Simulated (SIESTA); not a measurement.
Worked example: self-consistent single point of LuCd (P4mm, 2 atoms in the cell) in SIESTA.

Method of the run: GGA PBEsol, numerical atomic orbitals DZP, PseudoDojo PBEsol standard norm-conserving potentials (rewritten from UPF to PSML) in SIESTA.

```yaml
crystal:
  lattice:
    - [3.62278, 0.00000, 0.00000]
    - [0.00000, 3.62278, 0.00000]
    - [0.00000, 0.00000, 3.62278]
  atoms:
    - { symbol: Lu, position: [0.50000, 0.50000, 0.51380] }
    - { symbol: Cd, position: [0.00000, 0.00000, 0.00000] }
```

Reference input (self-consistent single point, DFT, GGA PBEsol, numerical atomic orbitals DZP, PseudoDojo PBEsol standard norm-conserving potentials (rewritten from UPF to PSML)): XC.functional = GGA; XC.authors = PBEsol; potentials = PseudoDojo PBEsol standard; PAO.BasisSize = DZP; PAO.EnergyShift = 0.01 Ry; MeshCutoff = 350 Ry; kgrid.MonkhorstPack = 7 7 7; OccupationFunction = FD; ElectronicTemperature = 0.1 eV; MaxSCFIterations = 150; SCF.Mixer.Method = Pulay; SCF.Mixer.Weight = 0.2. This run's input differs from it in these lines:

```diff
@@ -28,8 +28,9 @@
 %block kgrid.MonkhorstPack
-    7   0   0  0.0
-    0   7   0  0.0
-    0   0   7  0.0
+   12   0   0  0.0
+    0  12   0  0.0
+    0   0  12  0.0
 %endblock kgrid.MonkhorstPack
-OccupationFunction           FD
-ElectronicTemperature        0.1 eV
+OccupationFunction           MP
+OccupationMPOrder            0
+ElectronicTemperature        0.5 eV
```

Output, abridged:

```
        iscf     Eharris(eV)        E_KS(eV)     FreeEng(eV)     dDmax    Ef(eV) dHmax(eV)
   scf:    1   -11452.963125   -11466.744154   -11466.918609  1.412496 -2.365869 13.398596
   scf:    2   -11472.406013   -11469.969656   -11470.133909  0.365817 -2.559835  5.693426
   scf:    3   -11471.297839   -11470.794524   -11470.962236  0.248554 -2.747146  1.711474
   scf:    4   -11470.835192   -11470.830383   -11471.006936  0.085178 -2.860173  0.523927
   scf:    5   -11470.792750   -11470.820791   -11471.002048  0.039004 -2.887090  0.743344
   [... 2 lines left out ...]
   scf:    8   -11470.834227   -11470.834540   -11471.012437  0.001128 -2.887434  0.013422
   scf:    9   -11470.834628   -11470.834585   -11471.012440  0.000462 -2.887692  0.000540
   scf:   10   -11470.834586   -11470.834585   -11471.012440  0.000019 -2.887712  0.000061
   scf:   11   -11470.834588   -11470.834587   -11471.012440  0.000010 -2.887711  0.000028
SCF Convergence by DM+H criterion
max |DM_out - DM_in|         :     0.0000099716
max |H_out - H_in|      (eV) :     0.0000284677
SCF cycle converged after 11 iterations

Using DM_out to compute the final energy and forces

siesta: E_KS(eV) =           -11470.8346

siesta: E_KS - E_eggbox =    -11470.8346

siesta: Atomic forces (eV/Ang):
     1   -0.000000    0.000000   -0.113175
     2    0.000000    0.000000    0.133285
   Tot   -0.000000    0.000000    0.020111
   Max    0.133285
   Res    0.071383    sqrt( Sum f_i^2 / 3N )
   Max    0.133285    constrained

Stress tensor Voigt[x,y,z,yz,xz,xy] (kbar):       16.94       16.94       14.53        0.00        0.00       -0.00
(Free)E + p*V (eV/cell)   -11471.4913
Target enthalpy (eV/cell)   -11471.0124

siesta: Program's energy decomposition (eV):
siesta: FreeEng =    -11471.012440

   [... lines left out ...]
siesta:     0.010575   -0.000000    0.000000
siesta:    -0.000000    0.010575    0.000000
siesta:     0.000000    0.000000    0.009066

siesta: Cell volume =         47.547500 Ang**3

siesta: Pressure (static):
siesta:                Solid            Molecule  Units
siesta:          -0.00010970         -0.00009218  Ry/Bohr**3
siesta:          -0.01007201         -0.00846394  eV/Ang**3
siesta:         -16.13713878        -13.56072022  kBar
```

The run converged in 11 iterations. Against the reference run the free energy drops by 30.0 meV/atom, the pressure moves little (-1.68 to -1.61 GPa) and the largest force goes from 0.138 to 0.133 eV/Å.

The starting cell comes from a database of computed structures (which also holds hypothetical and non-ambient phases and stackings), without a prior relaxation at this level. Its lattice was rescaled by up to half a per cent. One atom was moved a little off its site on purpose. Values carry the incompleteness of an atom-centred basis.

Cost on one core of a shared machine: roughly 2 min.
